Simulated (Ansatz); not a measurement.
An Ansatz (a quantum-chemistry and plane-wave program) input (DFT with PBE, PAW potentials and a 420 eV plane-wave cutoff in Ansatz, no spin-orbit coupling):

Ansatz 0.2 input:
```yaml
crystal:
  lattice:
    - [0, 2.6148619252, 2.6148619252]
    - [2.6148619252, 0, 2.6148619252]
    - [2.6148619252, 2.6148619252, 0]
  atoms:
    - { symbol: Mg, position: [0.5, 0.5, 0.5] }
    - { symbol: S, position: [0, 0, 0] }
basis: { ecutwfc: 420, ecutrho_ratio: 4, xc_grid: 2, fft_grid_basis: typed }
kpoints: { mp_grid: { grid: [11, 11, 11] } }
hamiltonian:
  xc: pbe
  dispersion: none
  pseudopotentials: { kind: paw }
scf: { occupations: { method: fermi_dirac, width: 0.05 }, convergence: { dr2_threshold: 0.0000000002 } }
output: { forces: true, stress: true }
checkpoint: { write: state.ck, write_every: 1000 }
```

Question: Which symmetry and how many k-points will the program report, and about how many plane waves at Γ?

Answer: Space group Fm-3m (ITA 225) with 48 operations, k-points 56 of 1331, and 725 plane waves at Γ.

No phonon test of stability was made. The base started in P3_121 and relaxed to Fm-3m at this level. The cell is MgS in the rock salt structure (space group Fm-3m, No. 225).
